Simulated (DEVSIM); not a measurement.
System: Mo/SiO2/n-Si capacitor, at 300 K.

```
layer (left to right)  material  thickness (nm)  Nd (cm⁻³)
---------------------  --------  --------------  ---------
1                          SiO2            4.90          -
2                            Si           17000     1.1e14
```

Metal gate on the left, work function 4.6 eV. Fixed charge at the semiconductor interface 0 cm⁻² (in units of +e); no interface traps.

Constants are typed, rounded textbook-type inputs, not results; the design itself was drawn at random and stands for no fabricated device. Values at 300 K.

```tsv
parameter	SiO2	Si
gap (eV)	9	1.124
affinity (eV)	0.9	4.05
permittivity	3.9	11.7
Nc (cm⁻³)	-	2.86e19
Nv (cm⁻³)	-	3.1e19
```

Model (solved in DEVSIM): 1D Poisson equation in equilibrium, Boltzmann statistics, complete ionisation; no quantum confinement or tunnelling. Metal contacts follow the ideal Schottky-Mott rule: no Fermi-level pinning, no interface dipoles.

Tabulate band edges, carrier densities and field at -0.1 V on the gate.

Energies count from the Fermi level of the right contact; mesh points crowd at the junctions.

```json
[
 {"x (μm)": "0.000", "Ec (eV)": "3.800", "Ev (eV)": "-5.200", "n (cm⁻³)": "< 1e2", "p (cm⁻³)": "< 1e2", "field (V/cm)": "-9500"},
 {"x (μm)": "0.001367", "Ec (eV)": "3.799", "Ev (eV)": "-5.201", "n (cm⁻³)": "< 1e2", "p (cm⁻³)": "< 1e2", "field (V/cm)": "-9500"},
 {"x (μm)": "0.003275", "Ec (eV)": "3.797", "Ev (eV)": "-5.203", "n (cm⁻³)": "< 1e2", "p (cm⁻³)": "< 1e2", "field (V/cm)": "-9500"},
 {"x (μm)": "0.004739", "Ec (eV)": "3.796", "Ev (eV)": "-5.205", "n (cm⁻³)": "< 1e2", "p (cm⁻³)": "< 1e2", "field (V/cm)": "-9500"},
 {"x (μm)": "0.007058", "Ec (eV)": "0.645", "Ev (eV)": "-0.479", "n (cm⁻³)": "4.2e8", "p (cm⁻³)": "2.7e11", "field (V/cm)": "-3200"},
 {"x (μm)": "0.01175", "Ec (eV)": "0.643", "Ev (eV)": "-0.481", "n (cm⁻³)": "4.5e8", "p (cm⁻³)": "2.6e11", "field (V/cm)": "-3200"},
 {"x (μm)": "0.02374", "Ec (eV)": "0.639", "Ev (eV)": "-0.485", "n (cm⁻³)": "5.2e8", "p (cm⁻³)": "2.2e11", "field (V/cm)": "-3100"},
 {"x (μm)": "0.06925", "Ec (eV)": "0.625", "Ev (eV)": "-0.499", "n (cm⁻³)": "9.0e8", "p (cm⁻³)": "1.3e11", "field (V/cm)": "-3100"},
 {"x (μm)": "0.1673", "Ec (eV)": "0.596", "Ev (eV)": "-0.528", "n (cm⁻³)": "2.8e9", "p (cm⁻³)": "4.2e10", "field (V/cm)": "-2900"},
 {"x (μm)": "0.3987", "Ec (eV)": "0.533", "Ev (eV)": "-0.591", "n (cm⁻³)": "3.1e10", "p (cm⁻³)": "3.7e9", "field (V/cm)": "-2500"},
 {"x (μm)": "0.9901", "Ec (eV)": "0.415", "Ev (eV)": "-0.709", "n (cm⁻³)": "3.1e12", "p (cm⁻³)": "3.7e7", "field (V/cm)": "-1500"},
 {"x (μm)": "3.234", "Ec (eV)": "0.323", "Ev (eV)": "-0.801", "n (cm⁻³)": "1.1e14", "p (cm⁻³)": "1100000", "field (V/cm)": "-13"},
 {"x (μm)": "8.072", "Ec (eV)": "0.322", "Ev (eV)": "-0.802", "n (cm⁻³)": "1.1e14", "p (cm⁻³)": "1100000", "field (V/cm)": "≈ 0"},
 {"x (μm)": "13.24", "Ec (eV)": "0.322", "Ev (eV)": "-0.802", "n (cm⁻³)": "1.1e14", "p (cm⁻³)": "1100000", "field (V/cm)": "≈ 0"},
 {"x (μm)": "15.89", "Ec (eV)": "0.322", "Ev (eV)": "-0.802", "n (cm⁻³)": "1.1e14", "p (cm⁻³)": "1100000", "field (V/cm)": "≈ 0"},
 {"x (μm)": "16.55", "Ec (eV)": "0.322", "Ev (eV)": "-0.802", "n (cm⁻³)": "1.1e14", "p (cm⁻³)": "1100000", "field (V/cm)": "≈ 0"},
 {"x (μm)": "16.82", "Ec (eV)": "0.322", "Ev (eV)": "-0.802", "n (cm⁻³)": "1.1e14", "p (cm⁻³)": "1100000", "field (V/cm)": "≈ 0"},
 {"x (μm)": "16.93", "Ec (eV)": "0.322", "Ev (eV)": "-0.802", "n (cm⁻³)": "1.1e14", "p (cm⁻³)": "1100000", "field (V/cm)": "≈ 0"},
 {"x (μm)": "16.98", "Ec (eV)": "0.322", "Ev (eV)": "-0.802", "n (cm⁻³)": "1.1e14", "p (cm⁻³)": "1100000", "field (V/cm)": "≈ 0"},
 {"x (μm)": "17.00", "Ec (eV)": "0.322", "Ev (eV)": "-0.802", "n (cm⁻³)": "1.1e14", "p (cm⁻³)": "1100000", "field (V/cm)": "≈ 0"},
 {"x (μm)": "17.00", "Ec (eV)": "0.322", "Ev (eV)": "-0.802", "n (cm⁻³)": "1.1e14", "p (cm⁻³)": "1100000", "field (V/cm)": "≈ 0"},
 {"x (μm)": "17.00", "Ec (eV)": "0.322", "Ev (eV)": "-0.802", "n (cm⁻³)": "1.1e14", "p (cm⁻³)": "1100000", "field (V/cm)": "≈ 0"}
]
```
